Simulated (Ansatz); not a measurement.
The reference is Ba in the bcc (W type) structure (space group Im-3m, No. 229; a = 4.8805 Å).

All numbers come from DFT with PBEsol, PAW potentials and a 420 eV plane-wave cutoff in Ansatz (an electronic-structure program), scalar-relativistic without spin-orbit coupling.

Base values:

```
Quantity           Result
---------------  --------
Volume per atom  58.13 Å³
```

The change: full substitution Ba → Cs; the structure is relaxed again.

Question: How does this affect the volume per atom?

Answer: The volume per atom grows by 50.355 Å³, from 58.13 Å³ to 108.48 Å³.

No phonon test of stability was made. The base started in Cmcm and relaxed to Im-3m at this level. All final runs are without spin polarisation.
